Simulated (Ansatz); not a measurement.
Ansatz (an electronic-structure program) run on Ca2AsI (R-3m, 12 atoms in the cell): self-consistent single point.

Method of the run: r2SCAN, default PAW files made with PBE (plane waves; Ansatz).

The change in words: 3 x 1 x 1 supercell, mesh divided and rounded up; kpoints.mp_grid.grid: 7 7 7 → 3 7 7. Reference geometry:
```xyz
4
Lattice="2.1985 1.2693 7.4300 -2.1985 1.2693 7.4300 0.0000 -2.5386 7.4300" Properties=species:S:1:pos:R:3 pbc="T T T"
As     0.0000     0.0000    11.1450
I      0.0000     0.0000     0.0000
Ca     0.0000     0.0000     5.1557
Ca     0.0000     0.0000    17.1343
```

Reference input (self-consistent single point, DFT, r2SCAN, plane waves, default PAW files made with PBE): kpoints.mp_grid.grid = 7 7 7; hamiltonian.xc = r2scan; hamiltonian.pseudopotentials = {kind: paw} (the program's default PAW files); scf.occupations.method = gaussian; scf.occupations.width = 0.0147 Ry. This run's input differs from it in these lines:

Ansatz 0.2 input:
```diff
@@ -2,3 +2,3 @@
   lattice:
-    - [2.198500, 1.269305, 7.430000]
+    - [6.595500, 3.807915, 22.290000]
     - [-2.198500, 1.269305, 7.430000]
@@ -6,8 +6,16 @@
   atoms:
+    - { symbol: As, position: [0.166667, 0.500000, 0.500000] }
     - { symbol: As, position: [0.500000, 0.500000, 0.500000] }
+    - { symbol: As, position: [0.833333, 0.500000, 0.500000] }
     - { symbol: I, position: [0.000000, 0.000000, 0.000000] }
-    - { symbol: Ca, position: [0.231300, 0.231300, 0.231300] }
-    - { symbol: Ca, position: [0.768700, 0.768700, 0.768700] }
+    - { symbol: I, position: [0.333333, 0.000000, 0.000000] }
+    - { symbol: I, position: [0.666667, 0.000000, 0.000000] }
+    - { symbol: Ca, position: [0.077100, 0.231300, 0.231300] }
+    - { symbol: Ca, position: [0.410433, 0.231300, 0.231300] }
+    - { symbol: Ca, position: [0.743767, 0.231300, 0.231300] }
+    - { symbol: Ca, position: [0.256233, 0.768700, 0.768700] }
+    - { symbol: Ca, position: [0.589567, 0.768700, 0.768700] }
+    - { symbol: Ca, position: [0.922900, 0.768700, 0.768700] }
 kpoints:
-  mp_grid: { grid: [7, 7, 7] }
+  mp_grid: { grid: [3, 7, 7] }
 hamiltonian:
```

Log, with long lists cut:

```
SCF iter   1: F=—  HF=-48127.446360 eV  |F-HF|=—  |Δ(HF+E_count)|=         —  Δρ=5.22e-3  dr2=1.88e-1  dr2_τ=3.30e-2  ethr=1.77e-3  ⟨swp⟩=12.4  Hψ=23152  notcnv=0
all-band conjugate gradients solve this SCF's bands
preconditioner: auto → Resta (q_TF=auto, 2.359 Å⁻¹)
SCF iter   2: F=—  HF=-48127.646385 eV  |F-HF|=—  |Δ(HF+E_count)|=   2.00e-1  Δρ=2.25e-3  dr2=3.15e-2  dr2_τ=8.22e-4  ethr=1.20e-4  ⟨swp⟩=2.0  Hψ=7566  notcnv=0  defer=443
   [... lines left out ...]
SCF iter   5: F=—  HF=-48127.640495 eV  |F-HF|=—  |Δ(HF+E_count)|=   1.71e-4  Δρ=5.53e-5  dr2=1.45e-5  dr2_τ=1.01e-6  ethr=2.42e-7  ⟨swp⟩=2.8  Hψ=6960  notcnv=0  defer=443
SCF iter   6: F=—  HF=-48127.640497 eV  |F-HF|=—  |Δ(HF+E_count)|=   1.91e-6  Δρ=1.42e-5  dr2=9.13e-7  dr2_τ=3.76e-8  ethr=9.32e-9  ⟨swp⟩=2.0  Hψ=7393  notcnv=0  defer=443
SCF iter   7: F=-48127.640497 eV  HF=-48127.640497 eV  |F-HF|=8.73e-8  |Δ(HF+E_count)|=   1.64e-7  Δρ=4.65e-6  dr2=9.58e-8  dr2_τ=1.68e-9  ethr=6.41e-11  ⟨swp⟩=16.1  Hψ=25026  notcnv=0
SCF 1 converged in 7 iterations: F = -48127.640497 eV  dr2 = 9.58e-8
Free energy (F): -48127.640497 eV
Internal energy: -48127.640497 eV  (E = F + TS)
E sigma→0 (E₀):  -48127.640497 eV
Fermi energy:    7.746130 eV
--- Forces (eV/Å), atoms counted from 1 ---
  atom   1  As     0.00000000    -0.00000000     0.00000000
  atom   2  As     0.00000000     0.00000000     0.00000000
  atom   3  As     0.00000000     0.00000000     0.00000000
  atom   4  I      0.00000000     0.00000000     0.00000000
  atom   5  I      0.00000000     0.00000000     0.00000000
  atom   6  I     -0.00000000     0.00000000     0.00000000
  atom   7  Ca     0.00005854     0.00003380    -0.02763441
  atom   8  Ca     0.00005854     0.00003380    -0.02763441
  atom   9  Ca     0.00005854     0.00003380    -0.02763441
   [... lines left out ...]
  atom  12  Ca    -0.00005854    -0.00003380     0.02763441
--- Stress (GPa, compression-positive) ---
       -0.251815      -0.000656       0.000069
       -0.000656      -0.251058       0.000040
        0.000069       0.000040       0.027901
  P = ⅓ Tr σ = -0.1583 GPa (-1.583 kbar)
  The stress holds the Pulay correction. Without it, at fixed plane waves, as pw.x and ABINIT print it: P = -0.1770 GPa
```

The run converged in 7 iterations. Against the reference run the free energy is nearly the same (within 1 meV/atom), the pressure stays at -0.16 GPa, the largest force stays at 0.028 eV/Å and the gap on the mesh goes from 1.937 to 1.911 eV.

The starting cell comes from a database of published, mostly measured structures (it also holds non-ambient and calculated ones), without a prior relaxation at this level. Spin-orbit coupling is off. Ansatz's pressure includes its estimate of the finite-basis (Pulay) stress.

Cost on one core of a shared machine: roughly 3 min.
